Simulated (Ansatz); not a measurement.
Cell of fcc Rh (1 1 0) on cubic SrTiO3 (1 1 0) (film strained to the substrate, started from cuts of the bulks and a machine-learned relaxation; slabs Sr4Ti4O14 and Rh16, which can lie off the formulas), relaxed at this level with a, b, gamma of the cell held:…

```
CELL_PARAMETERS angstrom
      5.56746     0.00000    -0.00022
      0.00000     3.93679     0.00043
     -1.39280    -1.96589    24.07166
ATOMIC_POSITIONS crystal
  Sr 0.15698 0.06223 0.09046
  Ti 0.65909 0.55033 0.09740
  O  0.39410 0.55310 0.03919
  O  0.90093 0.55218 0.03861
  O  0.66339 0.08528 0.09990
  Sr 0.68572 0.11638 0.21118
  Ti 0.18511 0.61385 0.21028
  O  0.93557 0.61193 0.15099
  O  0.42935 0.61306 0.15364
  O  0.19099 0.14020 0.21058
  Sr 0.21423 0.17329 0.32538
  Ti 0.71410 0.67175 0.32631
  O  0.45016 0.66945 0.26959
  O  0.94951 0.66815 0.26694
  O  0.71983 0.19770 0.32595
  Sr 0.74586 0.23958 0.44610
  Ti 0.24450 0.72060 0.43917
  O  0.98672 0.72729 0.38287
  O  0.49425 0.72889 0.38554
  O  0.24756 0.25313 0.43663
  O  0.51573 0.78096 0.49792
  O  0.00857 0.78142 0.49732
  Rh 0.79377 0.36056 0.62788
  Rh 0.29400 0.36105 0.62774
  Rh 0.03145 0.83963 0.57603
  Rh 0.53144 0.84033 0.57609
  Rh 0.32186 0.41889 0.74030
  Rh 0.82243 0.41900 0.74030
  Rh 0.55675 0.88861 0.68459
  Rh 0.05785 0.88863 0.68442
  Rh 0.84858 0.47203 0.85195
  Rh 0.34981 0.47229 0.85208
  Rh 0.08591 0.94678 0.79618
  Rh 0.58629 0.94683 0.79626
  Rh 0.37762 0.53121 0.96051
  Rh 0.87769 0.53168 0.96044
  Rh 0.61431 0.00138 0.90877
  Rh 0.11401 0.00077 0.90866
```

These are PBE (plane waves to 420 eV, PAW; Ansatz, an electronic-structure program) values and carry that method's errors. No spin–orbit coupling; the runs are not spin-polarised. Its k-point mesh 6×8×1, Fermi–Dirac width 0.05 eV.

Q: Give the plane-averaged electrostatic potential energy of an electron along the normal (the smooth PAW potential), about its mean over the cell.

A: 
```
z (Å) | V (eV)
    0.000 | ############################ 9.86
    0.149 | ############################## 10.85
    0.446 | ############################ 9.65
    0.594 | ########################## 8.25
    0.743 | ######################## 6.93
    1.040 | ##################### 5.58
    1.189 | ##################### 5.58
    1.337 | ##################### 5.58
    1.635 | ################## 3.23
    1.783 | ############ -0.07
    2.080 | ## -6.28
    2.229 | # -7.39
    2.377 | ## -6.75
    2.675 | ########## -1.36
    2.823 | ################ 2.03
    2.972 | #################### 4.86
    3.269 | ###################### 6.15
    3.418 | ###################### 5.78
    3.566 | ##################### 5.37
    3.863 | ###################### 5.62
    4.012 | ###################### 6.12
    4.161 | ####################### 6.36
    4.458 | ################## 3.50
    4.606 | ############ -0.16
    4.755 | ###### -3.74
    5.052 |  -7.72
    5.201 | # -7.11
    5.498 | ########## -1.37
    5.646 | ################ 2.41
    5.795 | ##################### 5.20
    6.092 | ###################### 5.94
    6.241 | ##################### 5.47
    6.389 | ##################### 5.12
    6.687 | ##################### 5.52
    6.835 | ###################### 5.97
    6.984 | ###################### 6.06
    7.281 | ################ 2.13
    7.430 | ########## -1.66
    7.578 | #### -5.01
    7.875 |  -7.69
    8.024 | ## -6.34
    8.173 | ####### -3.48
    8.470 | ################### 3.75
    8.618 | ###################### 5.92
    8.915 | ###################### 6.07
    9.064 | ##################### 5.58
    9.213 | ##################### 5.30
    9.510 | ###################### 5.82
    9.658 | ###################### 6.18
    9.807 | ###################### 6.09
   10.104 | ############### 1.78
   10.253 | ########## -1.62
   10.401 | ##### -4.76
   10.699 | # -7.36
   10.847 | ### -6.12
   10.996 | ####### -3.41
   11.293 | ################## 3.42
   11.442 | ##################### 5.07
   11.590 | ##################### 5.59
   11.887 | ##################### 5.59
   12.036 | ###################### 6.05
   12.333 | ########################## 8.36
   12.482 | ############################ 9.77
   12.630 | ############################## 10.86
   12.927 | ############################ 9.74
   13.076 | ######################### 7.72
   13.225 | #################### 4.72
   13.522 | ########## -1.76
   13.670 | ###### -4.11
   13.819 | #### -5.46
   14.116 | #### -5.08
   14.265 | ###### -4.13
   14.413 | ####### -3.56
   14.711 | ###### -4.31
   14.859 | #### -5.38
   15.008 | ## -6.18
   15.305 | #### -5.28
   15.454 | ####### -3.65
   15.751 | ########### -0.94
   15.899 | ########### -1.18
   16.048 | ######## -2.49
   16.345 | #### -5.50
   16.494 | ### -5.91
   16.642 | #### -5.37
   16.939 | ######### -2.43
   17.088 | ########## -1.47
   17.237 | ########## -1.58
   17.534 | ##### -4.33
   17.682 | ### -5.59
   17.831 | ### -6.00
   18.128 | ###### -4.09
   18.277 | ######## -2.47
   18.425 | ########## -1.44
   18.723 | ######## -2.59
   18.871 | ###### -4.22
   19.168 | ### -6.00
   19.317 | #### -5.52
   19.465 | ###### -4.20
   19.763 | ########## -1.53
   19.911 | ########## -1.51
   20.060 | ######## -2.55
   20.357 | #### -5.45
   20.506 | ### -5.91
   20.654 | #### -5.42
   20.951 | ######### -2.35
   21.100 | ########### -1.11
   21.249 | ########### -0.98
   21.546 | ###### -3.80
   21.694 | #### -5.38
   21.843 | ## -6.21
   22.140 | #### -5.29
   22.289 | ###### -4.24
   22.586 | ####### -3.58
   22.734 | ###### -4.20
   22.883 | #### -5.15
   23.180 | #### -5.39
   23.329 | ###### -3.95
   23.477 | ########## -1.53
   23.775 | ##################### 4.98
   23.923 | ######################### 7.93
```
